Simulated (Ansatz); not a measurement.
Given:

```yaml
crystal:
  lattice:
    - [0.00000, 3.10234, 3.43116]
    - [3.10234, 0.00000, 3.43116]
    - [3.10234, 3.10234, 0.00000]
  atoms:
    - { symbol: Cd, position: [0.00000, 0.00000, 0.00000] }
    - { symbol: Te, position: [0.25000, 0.25000, 0.25000] }
```

Level of theory: PBEsol with spin-orbit coupling, rigid bands (plane waves, PAW; Ansatz, a quantum-chemistry and plane-wave program). Condition of this run: biaxial stress xx = yy = 2 GPa (compression positive) (the target of the relaxation). Geometry: cell and atoms relaxed with PBEsol, then loaded as said.

Task: What conductivity effective mass do dilute holes have at 300 K?

Result: 0.160 (x), 0.160 (y), 0.54 (z) mₑ.

Task: And the band gap?

Result: 0.30 eV at this level; semilocal functionals usually fall short of the measured gap.

Rigid bands, one relaxation time for all states, no polarons.
